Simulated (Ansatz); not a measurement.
## Response to strain in hypothetical rock salt BAs

Consider BAs in the rock salt structure (space group Fm-3m, No. 225; a = 4.6143 Å; a hypothetical phase, not in the database extracts checked; relaxed with 0.1 eV smearing). Axes: x, y, z lie along the cube axes.

Strains are applied to the cell and any free atomic positions relax; under biaxial strain the out-of-plane vector relaxes too; under stress the whole cell relaxes.

Method: Kohn–Sham DFT with the PBE functional, run in Ansatz (a quantum-chemistry and plane-wave program) with PAW and 420 eV plane waves, scalar-relativistic without spin-orbit coupling.

Notes on the quantities. energy relative to the base: free energy F; pressure: mean of the normal stresses, compression positive.

```json
[
 {"variant": "base", "energy relative to the base": "0 meV/atom", "pressure": "0.0 GPa", "shortest interatomic distance": "230.7 pm", "space group": "Fm-3m (No. 225)"},
 {"variant": "biaxial strain +2.14 %, plane normal [001], relaxed out of plane", "energy relative to the base": "+7.8 meV/atom", "pressure": "-3.1 GPa", "shortest interatomic distance": "227.3 pm", "space group": "I4/mmm (No. 139)"},
 {"variant": "biaxial strain +1.08 %, plane normal [110], relaxed out of plane", "energy relative to the base": "+2.1 meV/atom", "pressure": "-1.7 GPa", "shortest interatomic distance": "231.0 pm", "space group": "Immm (No. 71)"},
 {"variant": "biaxial strain +1.80 %, plane normal [110], relaxed out of plane", "energy relative to the base": "+5.8 meV/atom", "pressure": "-2.8 GPa", "shortest interatomic distance": "231.4 pm", "space group": "Immm (No. 71)"},
 {"variant": "biaxial strain +0.84 %, plane normal [111], relaxed out of plane", "energy relative to the base": "+1.2 meV/atom", "pressure": "-1.2 GPa", "shortest interatomic distance": "(withheld)", "space group": "R-3m (No. 166)"},
 {"variant": "uniaxial strain ε_zz = +0.28 %", "energy relative to the base": "+0.1 meV/atom", "pressure": "-0.4 GPa", "shortest interatomic distance": "230.7 pm", "space group": "I4/mmm (No. 139)"},
 {"variant": "uniaxial strain ε_zz = +1.24 %", "energy relative to the base": "+1.2 meV/atom", "pressure": "-1.5 GPa", "shortest interatomic distance": "230.7 pm", "space group": "I4/mmm (No. 139)"},
 {"variant": "tensor shear ε_xz = +3.69 %", "energy relative to the base": "+13 meV/atom", "pressure": "0.2 GPa", "shortest interatomic distance": "230.7 pm", "space group": "Immm (No. 71)"},
 {"variant": "uniaxial stress, 2 GPa compression along x", "energy relative to the base": "+0.8 meV/atom", "pressure": "–", "shortest interatomic distance": "(withheld)", "space group": "I4/mmm (No. 139)"},
 {"variant": "uniaxial stress, 5 GPa compression along z", "energy relative to the base": "(withheld)", "pressure": "–", "shortest interatomic distance": "224.9 pm", "space group": "I4/mmm (No. 139)"}
]
```

**Question.** What belongs in the blanks?

**Answer.** 
- biaxial strain +0.84 %, plane normal [111], relaxed out of plane, shortest interatomic distance: 231.5 pm
- uniaxial stress, 2 GPa compression along x, shortest interatomic distance: 228.1 pm
- uniaxial stress, 5 GPa compression along z, energy relative to the base: +4.6 meV/atom

A biaxial case was relaxed in a doubled cell and then solved in the primitive one. Beyond what the load breaks, stability against distortions was not tested. The final runs are not spin-polarised.
